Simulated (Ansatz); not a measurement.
The starting structures come from a database of crystals and need not be the phases stable at ambient conditions.

## Evanescent states of NaHF2 (R-3m, not sure to be the ambient phase, 4 atoms a cell, 12.0 Å³ an atom, -2 GPa at this level) along the normal of (100)

Method: r2SCAN (plane waves, PAW; Ansatz, a first-principles code).

No gap correction and no spin-orbit coupling; mid-gap values are interpolated between computed energies.

Energies count from the valence-band top; κ is the least over a 10×4 mesh across the current.

```
E (eV)  κ (1/Å)  where
------  -------  -----
0.17      0.348  off Γ
0.53      0.516      Γ
0.88      0.564      Γ
1.23      0.598      Γ
1.57      0.622      Γ
1.93      0.638      Γ
2.27      0.648      Γ
2.62      0.653      Γ
2.98      0.653      Γ
3.33      0.649      Γ
3.67      0.641      Γ
4.03      0.630      Γ
4.38      0.614      Γ
4.72      0.595      Γ
5.08      0.571      Γ
5.42      0.543      Γ
5.78      0.509      Γ
6.12      0.469      Γ
6.47      0.421      Γ
6.83      0.361      Γ
7.17      0.283      Γ
7.53      0.162      Γ
```

Question: How thick must the barrier be to attenuate the transmission by 10^6 when the electrodes' Fermi level lies at 3.33 eV, and what attenuation does that film give at 6.12 eV?

Answer: d = 6 ln 10 / (2 × 0.649) = 10.6 Å. At 6.12 eV it gives 6 × 0.469/0.649 = 4.3 decades.
